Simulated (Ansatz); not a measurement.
**What isotropic strain +3.00 % does to C**

The parent structure is C in the diamond structure (space group Fd-3m, No. 227; a = 3.560 Å).

Modification: the cell is scaled by 1.0300 in all directions; the atoms relax in the strained cell.

Method: r2SCAN, PAW, 500 eV (Ansatz, a first-principles code; no spin-orbit coupling). k-mesh 16×16×16 (Γ-centred); smearing 0.05 eV (Fermi–Dirac).

```json
[
 {"quantity": "volume per atom", "base": "5.64 Å³", "changed": "6.16 Å³", "shift": "+0.52 Å³"},
 {"quantity": "shortest interatomic distance", "base": "1.542 Å", "changed": "1.588 Å", "shift": "+0.046 Å"},
 {"quantity": "energy relative to the base (free energy F)", "base": "0 meV/atom", "changed": "+59 meV/atom", "shift": "+59 meV/atom"},
 {"quantity": "pressure", "base": "0.01 GPa", "changed": "-33.92 GPa", "shift": "-33.924 GPa"},
 {"quantity": "band gap", "base": "4.36 eV", "changed": "4.16 eV", "shift": "-0.20 eV"},
 {"quantity": "electron mass", "base": "1.8 mₑ along k, 0.28 mₑ across (off the special points)", "changed": "1.5 mₑ along k, 0.28 mₑ across (off the special points)", "shift": "–"},
 {"quantity": "hole mass (degenerate bands, along [100])", "base": "0.28, 0.28, 0.47 mₑ (at Γ)", "changed": "0.29, 0.29, 0.43 mₑ (at Γ)", "shift": "–"}
]
```

Masses are band curvatures over ±0.01 Å⁻¹ around the edge. Along k means along the line from Γ to the band edge. Semilocal Kohn–Sham gaps tend to fall short of experiment. No phonon test of stability was made.
